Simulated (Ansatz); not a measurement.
**LaBr3 (space group P6_3/m, No. 176)**

```xyz
8
Lattice="7.9249 0.0000 0.0000 -3.9624 6.8631 0.0000 0.0000 0.0000 4.4500" Properties=species:S:1:pos:R:3 pbc="T T T"
La     3.9624     2.2877     3.3375
La     0.0000     4.5754     1.1125
Br     2.0932     4.8044     3.3375
Br     1.8692     2.0587     1.1125
Br     4.8107     4.2150     1.1125
Br    -0.8483     2.6481     3.3375
Br    -1.2449     6.2737     3.3375
Br     5.2074     0.5894     1.1125
```

The values are results of DFT with PBEsol, PAW potentials and a 420 eV plane-wave cutoff in Ansatz (a quantum-chemistry and plane-wave program), no spin-orbit coupling, not measurements. Settings: 5×5×8 k-points, 0.05 eV Fermi–Dirac smearing.

| Quantity | Value |
|---|---|
| Volume per atom | 30.25 Å³ |
| Density | 5.20 g/cm³ |
| Band gap | 3.14 eV, direct at Γ |
| Total energy | -3594.708 eV/atom (σ→0; compares only within this code and set-up) |

Whether these cells are dynamically stable was not tested.
